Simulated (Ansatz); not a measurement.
## Defect calculation: Ga vacancy + 1 H in metastable zinc-blende GaN

Calculation: PBE, PAW (plane waves to 420 eV; Ansatz, a first-principles code). Cell: 64 sites, 2×2×2; final energies on a 2×2×2 shifted mesh. Sites at the start: the Ga site; 1 H on the vacancy's neighbours. Energies of charged states are corrected for periodic images (point charge plus alignment at distant sites). Dielectric constants: PBE linear response of the host. Host gap at this level: 1.54 eV. These values are not converged in cell size to better than tenths of an eV. PBE underestimates the host's gap, which shifts levels and can delocalise carriers. Spin–orbit coupling is left out. Each state is the lowest found from its start.

Formation energies E_f are given with the Fermi level at the valence-band maximum. Chemical conditions: Ga-rich (Δμ(Ga) = 0.00 eV, Δμ(H) = -0.045 eV, bounded by NH3 molecule; only phases computed here count, gases as isolated molecules at 0 K); N-rich (Δμ(Ga) = -0.87 eV, Δμ(H) = -0.34 eV, bounded by NH3 molecule; only phases computed here count, gases as isolated molecules at 0 K). Reference phases: Ga: alpha gallium, H: H2 molecule in a box.

```csv
charge,moment (μB),largest move off a lattice site (Å),image correction with alignment (eV),"E_f, Ga-rich (eV)","E_f, N-rich (eV)",above the lowest spin state (eV)
+1†,1.0,0.25,-0.19,–,–,0.00
0,"0 in all, 0.51 on one atom",0.26,0.01,4.72,4.13,0.00
0†,not spin-polarised,0.17,0.00,4.85,4.27,0.14
−1†,1.0,0.14,0.52,–,–,0.00
−2,not spin-polarised,0.10,1.36,6.42,5.84,0.00
```

† Not settled in this cell, so no level is given: charge +1: level within 0.1 eV of a band edge or past it; charge −1: a level filled in part.

Starting moments that weren't kept: charge 0 began with 2 μB and ended with 0.0.
